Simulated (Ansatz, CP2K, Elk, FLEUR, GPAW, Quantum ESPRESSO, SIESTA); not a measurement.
SiNi (Pmmn, 4 atoms in the cell) computed with different codes at matched settings

Self-consistent single point, at a second geometry (lattice scaled by 0.98). First geometry:

```xyz
4
Lattice="2.9531 0.0000 0.0000 0.0000 3.2918 0.0000 0.0000 0.0000 4.6938" Properties=species:S:1:pos:R:3 pbc="T T T"
Si     0.0000     0.0000     0.7363
Si     1.4765     1.6459     3.9575
Ni     0.0000     0.0000     3.0862
Ni     1.4765     1.6459     1.6076
```

Shared settings, as Ansatz (a first-principles code) writes them: kpoints.mp_grid.grid = 8 7 5; scf.occupations.method = fermi_dirac; scf.occupations.width = 0.05 eV. Potentials and cutoffs stand in the table.

| code | model | ΔF from the first geometry (meV/atom) | pressure (GPa) | largest force (eV/Å) | cutoff |
|---|---|---|---|---|---|
| Quantum ESPRESSO | PBEsol, PSlibrary PAW (PBE) pseudopotentials | 20.3 | 11.34 | 0.201 | 50 Ry |
| Elk | PBEsol, all-electron FP-LAPW, Elk's shipped species files, APW+lo basis with extra local orbitals | 18.2 | – | – | rgkmax 8 |
| GPAW | PBEsol, GPAW PAW datasets PBEsol (made by gpaw-setup) | 27.8 | 14.05 | 0.212 | 800 eV |
| Ansatz | PBEsol, PAW files made with PBE | 18.4 | 11.46 | 0.200 | default |
| FLEUR | PBEsol, all-electron FLAPW (FLEUR), scalar-relativistic valence | 20.6 | – | – | Kmax 4.3 1/bohr |
| CP2K | PBEsol, GPW, DZVP-MOLOPT-SR-GTH basis, GTH-PBE potentials (GTH_POTENTIALS) | 25.8 | 13.51 | 0.223 | grid 600 Ry |
| SIESTA | GGA PBEsol, numerical atomic orbitals DZP, PseudoDojo PBEsol standard norm-conserving potentials (rewritten from UPF to PSML) | 13.9 | 10.45 | 0.261 | grid 350 Ry |

For Quantum ESPRESSO (by 0.7 GPa) the energy change implies a higher mean pressure, against the two pressures, than for the other programs: a sign of finite-basis (Pulay) stress.

Size of the force on each atom (eV/Å): Sizes of forces hide their directions.

| code | Si1 | Si2 | Ni3 | Ni4 |
|---|---|---|---|---|
| Quantum ESPRESSO | 0.042 | 0.042 | 0.201 | 0.201 |
| GPAW | 0.034 | 0.034 | 0.212 | 0.212 |
| Ansatz | 0.028 | 0.028 | 0.200 | 0.200 |
| CP2K | 0.058 | 0.058 | 0.223 | 0.213 |
| SIESTA | 0.014 | 0.014 | 0.261 | 0.261 |

A dash marks a value that a program does not give, or that is left out as unsure.

On Ansatz's run: spin polarisation is off.

The spread over the programs that give each value: ΔF from the first geometry within 13.9 meV/atom; pressure within 3.60 GPa; largest force within 0.061 eV/Å.

CP2K and SIESTA use small atom-centred bases, whose incompleteness enters pressures, forces and empty levels differently from a plane-wave cutoff. Elk and FLEUR treat all electrons, but the usual bases taken here (sphere radii, linearisation, local orbitals, empty states) were not tested for convergence, so the values are no reference for the others. Ansatz's pressure is given at a fixed set of plane waves, as the other plane-wave codes print theirs; with its correction for the finite basis it is 11.51 GPa. In the pressure, GPAW (by 2.59), CP2K (by 2.05) and SIESTA (by 1.01) lie more than 1 GPa from the median of the plane-wave programs. In the force vectors, CP2K (by 0.092) lies more than 0.08 eV/Å from the median of the plane-wave programs.

The starting cell comes from a database of computed structures (which also holds hypothetical and non-ambient phases and stackings), without a prior relaxation at this level. Its lattice was rescaled by a random factor within 2.5 % of one. For this run, on top of that: lattice scaled by 0.98.

Keys are those of Ansatz 0.2.
